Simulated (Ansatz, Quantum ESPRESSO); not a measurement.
## Code comparison for Na₂AlGe₂ (P4/mmm, 5 atoms in the cell)

Relaxation of cell and atoms.

```
CELL_PARAMETERS angstrom
      2.93429     0.00000     0.00000
      0.00000     2.93429     0.00000
      0.00000     0.00000    14.29703
ATOMIC_POSITIONS crystal
  Na 0.50000 0.50000 0.61045
  Na 0.50000 0.50000 0.38955
  Al 0.50000 0.50000 0.00000
  Ge 0.50000 0.50000 0.18303
  Ge 0.50000 0.50000 0.81697
```

Shared settings, as Ansatz (a quantum-chemistry and plane-wave program) writes them: kpoints.mp_grid.grid = 8 8 2; scf.occupations.method = gaussian; scf.occupations.width = 0.05 eV. Potentials and cutoffs stand in the table.

```
code                                                             model  final volume (Å³/atom)  cutoff
----------------  ----------------------------------------------------  ----------------------  ------
Quantum ESPRESSO  PBEsol, GBRV 1.5 ultrasoft (PBESOL) pseudopotentials                   22.88   50 Ry
Ansatz                                 PBEsol, PAW files made with PBE                   22.89  420 eV
```

The spread over the programs that give each value: final volume within 0.01 Å³/atom.

The programs treat the finite-basis stress differently while the cell relaxes: Ansatz adds an estimate of it.

The starting cell comes from a database of computed structures (which also holds hypothetical and non-ambient phases and stackings), without a prior relaxation at this level. Its lattice was rescaled by a random factor within 2.5 % of one.

Left out of this page: SIESTA (failed or unconverged).

Keys are those of Ansatz 0.2.
